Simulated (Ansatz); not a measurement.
BSiCN (model structure, started from the AlSiCN type, P3m1, No. 156, 4 atoms in the cell), treated with PBEsol in Ansatz (plane waves, PAW).

Run with plane-wave cutoff 520 eV, 12×12×8 k mesh (along the axes of the cell as run), Fermi–Dirac smearing 0.01 eV, scalar-relativistic PAW data made under PBE.

Cell (relaxed with PBEsol):

BCNSi is modelled in the trigonal space group P3m1 (No. 156), Pearson symbol hP4. Conventional cell: a = 2.861 Å, b = 2.861 Å, c = 4.635 Å, α = 90.00°, β = 90.00°, γ = 120.00°. B on 1b sees 1 C at 1.602 Å and 3 N at 1.742 Å (tetrahedral). Si on 1c has 3 C at 1.782 Å and 1 N at 1.811 Å (tetrahedral). C on 1b has 1 B at 1.602 Å and 3 Si at 1.782 Å (tetrahedral). N on 1c is coordinated by 3 B at 1.742 Å and 1 Si at 1.811 Å (tetrahedral). (Neighbours: up to the widest gap in distance over summed covalent radii, below 1.35, at either atom.)

### Question
Estimate the band gap and smallest direct gap on the k points sampled that the calculation returns.

### Answer

band gap: 2.40 eV (indirect)
smallest direct gap on the k points sampled: 3.71 eV

Note: the relaxation could raise the start's symmetry but not lower it, so the cell can be a saddle point.

Computed values are for the static lattice.

A model structure was made by putting elements into a prototype or built by hand; it is no filed structure, need not be a known phase, and can be a saddle point held by its symmetry.

Ansatz is an electronic-structure program.
